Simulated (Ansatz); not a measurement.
# TiO2 (Pbca, No. 61)

Method: HSE06 (PAW; Ansatz, a program for electronic structure).

Settings: plane-wave cutoff 500 eV, 4×4×4 k mesh, gaussian smearing 0.02 eV, no spin polarisation, scalar-relativistic PAW data made under PBE.

Cell (relaxed with r²SCAN):

```
TiO2
1.0
    5.13517     0.00000     0.00000
    0.00000     5.45388     0.00000
    0.00000     0.00000     9.18779
Ti O
8 16
Direct
  0.13815   0.90553   0.12897
  0.63815   0.09447   0.37103
  0.36185   0.40553   0.87103
  0.86185   0.59447   0.62897
  0.86185   0.09447   0.87103
  0.36185   0.90553   0.62897
  0.63815   0.59447   0.12897
  0.13815   0.40553   0.37103
  0.81710   0.85096   0.01017
  0.31710   0.14904   0.48983
  0.68290   0.35096   0.98983
  0.18290   0.64904   0.51017
  0.18290   0.14904   0.98983
  0.68290   0.85096   0.51017
  0.31710   0.64904   0.01017
  0.81710   0.35096   0.48983
  0.46458   0.88999   0.23024
  0.96458   0.11001   0.26976
  0.03542   0.38999   0.76976
  0.53542   0.61001   0.73024
  0.53542   0.11001   0.76976
  0.03542   0.88999   0.73024
  0.96458   0.61001   0.23024
  0.46458   0.38999   0.26976
```

```yaml
band_gap: 3.87 eV (on the SCF k mesh)
```

Measured, for comparison: band gap 3.26 eV (temperature not stated, not corrected to a static lattice; as tabulated in Wikipedia's data pages). Computed (rounded) less measured: band gap +0.61 eV.

Note: cell and atoms aren't relaxed at this level (largest force component 0.16 eV/Å, pressure -2.8 GPa).

The computed numbers hold no vibrational or temperature effects.
